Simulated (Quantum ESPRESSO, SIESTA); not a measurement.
A SIESTA input for a self-consistent single point of RbMg6Zr (Amm2, 8 atoms in the cell) (DFT, GGA PBEsol, numerical atomic orbitals TZP, PseudoDojo PBEsol standard norm-conserving potentials (rewritten from UPF to PSML)):

```
# files in the folder: Rb.psml Mg.psml Zr.psml (PseudoDojo PBEsol standard)
SystemName  RbMg6Zr
SystemLabel rbmg6zr

NumberOfAtoms                8
NumberOfSpecies              3
%block ChemicalSpeciesLabel
  1 37 Rb
  2 12 Mg
  3 40 Zr
%endblock ChemicalSpeciesLabel
LatticeConstant              1.0 Ang
%block LatticeVectors
     5.145078000    0.000000000    0.000000000
     0.000000000    3.353472000    5.711538000
     0.000000000   -3.353472000    5.711538000
%endblock LatticeVectors
AtomicCoordinatesFormat      Ang
%block AtomicCoordinatesAndAtomicSpecies
     2.572539000    0.000000000    6.691409459  1
     0.000000000    1.801753436    7.654945920  2
     0.000000000   -1.801753436    7.654945920  2
     0.000000000    0.000000000    4.579968091  2
     2.572539000    1.773383063    3.894012378  2
     2.572539000   -1.773383063    3.894012378  2
     2.572539000    0.000000000    0.859929161  2
     0.000000000   -0.000000000   10.462852231  3
%endblock AtomicCoordinatesAndAtomicSpecies

XC.functional                GGA
XC.authors                   PBEsol
PAO.BasisSize                TZP
PAO.EnergyShift              0.01 Ry
MeshCutoff                   400 Ry
%block kgrid.MonkhorstPack
    4   0   0  0.0
    0   3   0  0.0
    0   0   3  0.0
%endblock kgrid.MonkhorstPack
OccupationFunction           FD
ElectronicTemperature        1160.45 K

MaxSCFIterations             150
SCF.Mixer.Method             Pulay
SCF.Mixer.Weight             0.25
SCF.Mixer.History            8
SCF.DM.Tolerance             1.0E-04
Diag.ParallelOverK           true
WriteForces                  true
Charge.Mulliken              end
```

**Question.** Give the Quantum ESPRESSO input for the same structure, mesh, smearing and functional.

**Answer.** One input that does it (others would too):

```fortran
&control
 calculation = 'scf'
 outdir = './out'
 pseudo_dir = './'
 tprnfor = .true.
 tstress = .true.
/
&system
 ibrav = 0
 nat = 8
 ntyp = 3
 ecutwfc = 85
 occupations = 'smearing'
 smearing = 'fermi-dirac'
 degauss = 0.0073499
/
&electrons
 conv_thr = 1e-10
/
ATOMIC_SPECIES
Rb    85.4678  Rb.upf
Mg    24.3050  Mg.upf
Zr    91.2240  Zr.upf
CELL_PARAMETERS angstrom
   5.1450780000     0.0000000000     0.0000000000
   0.0000000000     3.3534720000     5.7115380000
   0.0000000000    -3.3534720000     5.7115380000
ATOMIC_POSITIONS alat
Rb    0.5000000000    0.0000000000    1.3005457758
Mg    0.0000000000    0.3501897223    1.4878192167
Mg    0.0000000000   -0.3501897223    1.4878192167
Mg    0.0000000000    0.0000000000    0.8901649482
Mg    0.5000000000    0.3446756421    0.7568422437
Mg    0.5000000000   -0.3446756421    0.7568422437
Mg    0.5000000000    0.0000000000    0.1671362730
Zr    0.0000000000    0.0000000000    2.0335653281
K_POINTS automatic
4 3 3  0 0 0
```

Basis settings and potentials, where a program has them, do not carry over. This input uses DFT, PBEsol, plane waves, PseudoDojo standard norm-conserving (PBESOL) pseudopotentials.

The starting cell comes from a database of computed structures (which also holds hypothetical and non-ambient phases and stackings), without a prior relaxation at this level. For this run, on top of that: lattice scaled by 0.98.
